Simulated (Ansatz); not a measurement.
Consider ScAl$_{3}$ in the Cu3Au type structure (space group Pm-3m, No. 221; a = 4.0725 Å; relaxed with 0.1 eV smearing).

Calculations: Ansatz (a quantum-chemistry and plane-wave program), PBEsol, PAW, cutoff 420 eV, no spin-orbit coupling.

Strains are applied to the cell and any free atomic positions relax.

One change was made to it. Results:

The energy grows by 43 meV/atom; the pressure goes from zero to 10.0 GPa; the band gap is still zero.

### Question
Which of these changes matches the shifts?
A. isotropic strain −0.60 %
B. isotropic strain −3.00 %
C. isotropic strain −2.40 %

### Answer
B, isotropic strain −3.00 %. For comparison, the energy relative to the base in the other runs: isotropic strain −2.40 % gives +27 meV/atom; isotropic strain −0.60 % gives +1.6 meV/atom.

No phonon test of stability was made. The final runs are not spin-polarised.
